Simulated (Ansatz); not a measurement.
Results of PBE in Ansatz (PAW) for BBi (model structure, Fm-3m, No. 225, 2 atoms in the cell).

The run printed, among other lines:

```
WARN output.stress: scf.convergence.dr2_threshold = 1e-7 eV (the SCF's general default) is looser than the 2e-10 eV advised for a printed stress (1e-10 eV for …
Relaxation: its limit of steps is 80 (relax.max_steps)
Crystal: 2 atoms, lattice volume = 35.979 Å³
Basis set: ecut = 520 eV, 941 PW (Γ), exchange–correlation on 60×60×60 points (8 copies of the dense FFT grid, shifted against one another)
Bands: 13, of which v1, the nominal top of the filled ones, is band 9 counted from 1 (8 counted from 0)
Symmetry: 48 space group operations
Space group: Fm-3m (ITA 225), of the structure as read, at distance tolerance 3.3e-5 Å
k-points: 195 of 5832
Functional: x = pbe(κ = 0.804, μ = 0.2195149727645171), c = pbe(β = 0.06672455060314922)
SCF iter   1: F=—  HF=-12550.076090 eV  |F-HF|=—  |Δ(HF+E_count)|=         —  Δρ=8.25e-4  dr2=1.74e-4
SCF iter   2: F=—  HF=-12550.075699 eV  |F-HF|=—  |Δ(HF+E_count)|=   3.91e-4  Δρ=6.32e-4  dr2=1.40e-4
  ...
SCF iter   5: F=—  HF=-12550.075816 eV  |F-HF|=—  |Δ(HF+E_count)|=   1.69e-6  Δρ=7.54e-5  dr2=1.50e-6
SCF iter   6: F=-12550.075815 eV  HF=-12550.075816 eV  |F-HF|=9.10e-8  |Δ(HF+E_count)|=   6.13e-7  Δρ=1.78e-5  dr2=9.30e-8
SCF 1 converged in 6 iterations: F = -12550.075815 eV  dr2 = 9.30e-8
relax step   1: F+E_penalty+E_count = -12550.07581548 eV  Δ(F+E_penalty+E_count) = +0.000e0 eV  max|allowed force component| = 5.517e-29 eV/Å  Δτ_max = 0.0000 Å  (6 SCF iters, accepted)
SCF converged after 6 iterations
Free energy (F): -12550.075815 eV
Internal energy: -12550.068392 eV  (E = F + TS)
E sigma→0 (E₀):  -12550.072104 eV
Fermi energy:    12.256956 eV
--- Forces (eV/Å), atoms counted from 1 ---
  atom   1  B     -0.00000000     0.00000000     0.00000000
  atom   2  Bi     0.00000000     0.00000000     0.00000000
--- Stress (GPa, compression-positive) ---
        1.739217       0.000000      -0.000000
        0.000000       1.739217      -0.000000
       -0.000000       0.000000       1.739217
  P = ⅓ Tr σ = 1.7392 GPa (17.392 kbar)
```

**Question.** Write an input file that could have produced this run (the log leaves some choices open).

**Answer.** Several could match; the one computed here: 
Ansatz 0.2 input:
```yaml
crystal:
  lattice:
    - [0.0, 2.620241527, 2.620241527]
    - [2.620241527, 0.0, 2.620241527]
    - [2.620241527, 2.620241527, 0.0]
  atoms:
    - { symbol: B, position: [0.0, 0.0, 0.0] }
    - { symbol: Bi, position: [0.5, 0.5, 0.5] }
basis:
  ecutwfc: 520
  ecutrho_ratio: 4
  xc_grid: 2
kpoints:
  mp_grid: { grid: [18, 18, 18] }
hamiltonian:
  xc: pbe
  dispersion: none
  pseudopotentials: { kind: paw }
scf:
  occupations: { method: fermi_dirac, width: 0.05 }
output:
  forces: true
  stress: true
  eigenvalues: true
relax:
  f_tol: 0.004
  escape_saddle: false
  max_steps: 80
```

The cell is one volume of an energy–volume scan, off the minimum.

Note: the relaxation could raise the start's symmetry but not lower it, so the cell can be a saddle point.

Computing time: very roughly 3 core-seconds.

A model structure was made by putting elements into a prototype or built by hand; it is no filed structure, need not be a known phase, and can be a saddle point held by its symmetry.

Ansatz is a program for electronic structure.
